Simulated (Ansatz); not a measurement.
A computed series for Al3BC: response to strain

Base system: Al₃BC (space group P6_3/mmc, No. 194; a cell from a computed database, its experimental status unchecked).

```xyz
10
Lattice="3.4851 0.0000 0.0000 -1.7425 3.0182 0.0000 0.0000 0.0000 11.4992" Properties=species:S:1:pos:R:3 pbc="T T T"
Al     1.7425     1.0061    10.6283
Al     0.0000     2.0121     0.8709
Al     0.0000     2.0121     4.8787
Al     1.7425     1.0061     6.6205
Al     0.0000     0.0000     8.6244
Al     0.0000     0.0000     2.8748
B      0.0000     0.0000     0.0000
B      0.0000     0.0000     5.7496
C      0.0000     2.0121     2.8748
C      1.7425     1.0061     8.6244
```

Cartesian axes are those of the cell as printed.

Strains are applied to the cell and any free atomic positions relax; under biaxial strain the out-of-plane vector relaxes too; under stress the whole cell relaxes.

Computed with PBEsol in Ansatz (plane waves to 420 eV, PAW, without spin-orbit coupling).

```tsv
variant	gap character	shortest interatomic distance	smallest direct gap
base	indirect, Γ → M	2.004 Å	1.61 eV
biaxial strain −0.73 %, plane normal [001], relaxed out of plane	indirect, Γ → M	1.997 Å	1.62 eV
biaxial strain +1.40 %, plane normal [001], relaxed out of plane	indirect, Γ → M	1.995 Å	1.51 eV
uniaxial strain ε_xx = −0.81 %	indirect, Γ → S	2.003 Å	1.60 eV
uniaxial stress, 0.5 GPa tension along z	indirect, Γ → M	2.007 Å	1.59 eV
```

Beyond what the load breaks, stability against distortions was not tested. k-point labels follow each cell's own Brillouin zone.

Ansatz is a quantum-chemistry and plane-wave program.
